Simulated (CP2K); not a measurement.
CP2K run on BaSr₃ (P1, 4 atoms in the cell): self-consistent single point.

Method of the run: PBEsol, GPW, DZVP-MOLOPT-SR-GTH basis, GTH-PBE potentials (GTH_POTENTIALS) (CP2K).

The change in words: atoms moved at random. Reference geometry:
```
CELL_PARAMETERS angstrom
      6.83573     0.00000     0.00000
      3.41787     5.91992     0.00000
      3.41787     1.97331     5.58135
ATOMIC_POSITIONS crystal
  Ba 0.00000 0.00000 0.00000
  Sr 0.25000 0.25000 0.25000
  Sr 0.75000 0.75000 0.75000
  Sr 0.50000 0.50000 0.50000
```

Reference input (self-consistent single point, DFT PBEsol, GPW, DZVP-MOLOPT-SR-GTH basis, GTH-PBE potentials (GTH_POTENTIALS)): CUTOFF = 500 Ry; REL_CUTOFF = 50 Ry; SMEAR/METHOD = FERMI_DIRAC; ELECTRONIC_TEMPERATURE = 1160.45 K; KPOINTS/SCHEME = MONKHORST-PACK 8 8 8; GAMMA_CENTERED = T; XC_FUNCTIONAL = PBE:PBESOL; Ba/BASIS_SET = DZVP-MOLOPT-SR-GTH; Ba/POTENTIAL = GTH-PBE-q10; Sr/BASIS_SET = DZVP-MOLOPT-SR-GTH; Sr/POTENTIAL = GTH-PBE-q10; METHOD = GPW. This run's input differs from it in these lines:

```diff
@@ -72,6 +72,6 @@
       SCALED
-      Ba       0.00000000     0.00000000     0.00000000
-      Sr       0.25000000     0.25000000     0.25000000
-      Sr       0.75000000     0.75000000     0.75000000
-      Sr       0.50000000     0.50000000     0.50000000
+      Ba      -0.00172900    -0.00510000     0.00711400
+      Sr       0.25604600     0.24490900     0.24328100
+      Sr       0.75123600     0.74590800     0.74974000
+      Sr       0.49444700     0.51428200     0.49986500
     &END COORD
```

Output, abridged:

```
 SCF WAVEFUNCTION OPTIMIZATION

  Step     Update method      Time    Convergence         Total energy    Change
     1 NoMix/Diag. 0.20E+00      -     1.52990460      -117.7802029016 -1.18E+02
     2 Broy./Diag. 0.20E+00      -     0.03275809      -117.3357821721  4.44E-01
     3 Broy./Diag. 0.20E+00      -     0.07085975      -117.3566469135 -2.09E-02
     4 Broy./Diag. 0.20E+00      -     0.01068442      -117.3876662627 -3.10E-02
     5 Broy./Diag. 0.20E+00      -     0.00634202      -117.3939000576 -6.23E-03
     6 Broy./Diag. 0.20E+00      -     0.00126798      -117.3920744052  1.83E-03
   [... 4 lines left out ...]
    11 Broy./Diag. 0.20E+00      -     0.00000397      -117.3898209931 -2.86E-05
    12 Broy./Diag. 0.20E+00      -     0.00000053      -117.3898367557 -1.58E-05
    13 Broy./Diag. 0.20E+00      -     0.00000072      -117.3898447164 -7.96E-06
    14 Broy./Diag. 0.20E+00      -     0.00000002      -117.3898456002 -8.84E-07
  *** SCF run converged in    14 steps ***

  Overlap energy of the core charge distribution:               0.00000000000000
  Self energy of the core charge distribution:               -228.54902111309573
  Core Hamiltonian energy:                                     48.62476426325741
  Hartree energy:                                              78.91190935183803
  Exchange-correlation energy:                                -16.37058861871648
  Electronic entropic energy:                                  -0.00690948349989
  Fermi energy:                                                 0.16434447458930

  Total energy:                                              -117.38984560021449
  Total energy (extrapolated to T->0):                       -117.38639085846454

   [... lines left out ...]

 STRESS| Analytical stress tensor [bar]
 STRESS|                        x                   y                   z
 STRESS|      x        2.09139701215E+03   1.46276917282E+01   2.34172199383E-01
 STRESS|      y        1.46276917282E+01   1.97374798324E+03  -1.62087357277E+02
 STRESS|      z        2.34172199383E-01  -1.62087357277E+02   1.84816616712E+03
 STRESS| 1/3 Trace                                             1.97110372084E+03
```

The run converged in 14 iterations. Against the reference run the free energy rises by 4.0 meV/atom, the pressure hardly changes (0.18 to 0.20 GPa) and the largest force goes from 0.000 to 0.199 eV/Å.

The starting cell comes from a database of computed structures (which also holds hypothetical and non-ambient phases and stackings), without a prior relaxation at this level. Its lattice was rescaled by a random factor within 2.5 % of one. For this run, on top of that: atoms moved at random. Values carry the incompleteness of an atom-centred basis. The potentials were made for another functional than the one used.

Cost on one core of a shared machine: roughly 30 s.
